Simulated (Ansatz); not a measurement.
An ideal cubic perovskite cell is held by its symmetry; such compounds can tilt or shift off centre at room temperature. The starting structures come from a database of crystals and need not be the phases stable at ambient conditions.

 Where the default PAW files enter, the runs use the earlier of Ansatz's two default sets.

The decay constant κ of evanescent states in the gap governs leakage through a thin film.

Here is the system:

```
CELL_PARAMETERS angstrom
      4.20893     0.00000     0.00000
      0.00000     5.95233     0.00000
      0.00000     2.97616     2.97616
ATOMIC_POSITIONS crystal
  Zr 0.00000 0.00000 0.00000
  Pb 0.50000 0.50000 0.00000
  O  0.00000 0.50000 0.50000
  O  0.00000 0.00000 0.50000
  O  0.50000 0.00000 0.00000
```

Space group of this cell: Pm-3m, cubic perovskite. The cell is taken as given; by PBEsol its mean pressure is -7.4 GPa.

Transport runs along the normal of the first two printed cell vectors, the (110) plane of the conventional cell.

No gap correction and no spin-orbit coupling; mid-gap values are interpolated between computed energies.

Question: State the band gap and the smallest decay constant κ at mid-gap according to PBEsol (Ansatz, a first-principles code).

Answer: Gap 2.20 eV on a 10×10×10 mesh; κ = 0.198 1/Å, at (0.000, 0.500) of the in-plane reciprocal vectors. At the zone centre, at the nearest computed energy, the slowest state has κ = 0.30 1/Å.
